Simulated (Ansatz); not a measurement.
The parent structure is Cu₃N (space group Pm-3m, No. 221; a = 3.8269 Å). Axes: x, y, z lie along the cube axes.

Method: Kohn–Sham DFT with the PBE functional, run in Ansatz (an electronic-structure program) with PAW and 420 eV plane waves, no spin-orbit coupling.

Strains are applied to the cell and any free atomic positions relax.

One change was made to it. Results:

The band gap drops by 0.03 eV (0.22 eV → 0.19 eV); the electron mass comes out as 2.4 mₑ along y, 0.15 mₑ across (at M).

Task: Which change produced these results?
A) tensor shear ε_xy = +2.00 %
B) tensor shear ε_xy = +1.67 %
C) tensor shear ε_xy = +0.67 %

Result: C, tensor shear ε_xy = +0.67 %. For comparison, the band gap in the other runs: tensor shear ε_xy = +1.67 % gives 0.14 eV; tensor shear ε_xy = +2.00 % gives 0.12 eV.

Masses are band curvatures over ±0.01 Å⁻¹ around the edge. Whether these cells are dynamically stable was not tested. All final runs are without spin polarisation. The zero or small gap of Cu3N can change with the level of theory.
